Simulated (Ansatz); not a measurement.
Take W in the bcc (W type) structure (space group Im-3m, No. 229; a = 3.184 Å; relaxed with 0.1 eV smearing) as the base.

Computed with PBE in Ansatz (plane waves to 420 eV, PAW, no spin-orbit coupling).

Base values:

| Item | Result |
|---|---|
| Pressure | 0.0 GPa |

Now apply this change: the cell is scaled by 1.0354 in all directions, atoms relaxed at fixed cell.

Question: Predict the new pressure and energy relative to the base.

Answer: The pressure goes from zero to -25.3 GPa; the energy goes up by 154 meV/atom.

The cells carry an imposed strain or load. Stability against distortions was not tested. The final runs are not spin-polarised.

Ansatz is a quantum-chemistry and plane-wave program.
